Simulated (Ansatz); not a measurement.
**Ti2O3: pressure series**

Base system: Ti2O3 in the corundum structure (space group R-3c, No. 167; a = 5.039 Å, c = 13.881 Å (hexagonal axes)).

Cell and atoms are relaxed at each pressure.

The values are results of plane-wave PAW DFT at the PBEsol level (Ansatz, a quantum-chemistry and plane-wave program, 420 eV), no SOC, not measurements.

```json
[
 {"pressure (GPa)": "-2", "volume per atom (Å³/atom)": "10.262"},
 {"pressure (GPa)": "-1", "volume per atom (Å³/atom)": "?"},
 {"pressure (GPa)": "0", "volume per atom (Å³/atom)": "10.174"},
 {"pressure (GPa)": "0.3", "volume per atom (Å³/atom)": "10.161"},
 {"pressure (GPa)": "0.7", "volume per atom (Å³/atom)": "10.144"},
 {"pressure (GPa)": "1.5", "volume per atom (Å³/atom)": "10.109"},
 {"pressure (GPa)": "3", "volume per atom (Å³/atom)": "10.047"},
 {"pressure (GPa)": "7.5", "volume per atom (Å³/atom)": "9.872"},
 {"pressure (GPa)": "10", "volume per atom (Å³/atom)": "9.781"}
]
```

Q: Fit the third-order Birch–Murnaghan form P(V) = (3B₀/2)[(V₀/V)^(7/3) − (V₀/V)^(5/3)]·[1 + (3/4)(B₀′ − 4)((V₀/V)^(2/3) − 1)] (squares taken in P) to the rows shown and predict the withheld row.

A: Least squares on the printed values gives V₀ = 10.174 Å³/atom, B₀ = 234 GPa, B₀′ = 4.1; this predicts 10.218 Å³/atom, and the run gives 10.217 Å³/atom, in agreement.

Load acts through the strain it causes; cell and atoms are relaxed under it. Whether these cells are dynamically stable was not tested. Competing high-pressure phases were not computed. No Hubbard U is applied, and correlation can decide whether such a compound is a metal. All final runs are without spin polarisation.
